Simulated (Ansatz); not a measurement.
Si (P6₃/mmc, No. 194, 4 atoms in the cell; start mp-165; another form than the element's usual one) was calculated with r²SCAN+rVV10 in Ansatz (plane waves, PAW).

Run with plane-wave cutoff 560 eV, 12×12×6 k mesh (along the axes of the cell as run), Fermi–Dirac smearing 0.01 eV, scalar-relativistic PAW data made under PBE.

Cell (relaxed at this level):

```cif
data_Si4
_chemical_formula_sum 'Si4'
_space_group_name_H-M_alt 'P63/mmc'
_space_group_IT_number 194
_space_group_name_Hall '-P 6c 2c'
_cell_length_a 3.82545
_cell_length_b 3.82545
_cell_length_c 6.33353
_cell_angle_alpha 90.000
_cell_angle_beta 90.000
_cell_angle_gamma 120.000
loop_
_atom_site_label
_atom_site_type_symbol
_atom_site_symmetry_multiplicity
_atom_site_Wyckoff_symbol
_atom_site_fract_x
_atom_site_fract_y
_atom_site_fract_z
_atom_site_occupancy
Si1 Si 4 f 0.33333 0.66667 0.06314 1
```

Problem. Estimate the band gap and smallest direct gap on the k points sampled that the calculation returns.

Solution. 
* **band gap**: 0.56 eV (indirect)
* **smallest direct gap on the k points sampled**: 1.36 eV

The computed numbers hold no vibrational or temperature effects.

A start named mp-… is a Materials Project structure, which need not be a measured phase.

Ansatz is a first-principles code.
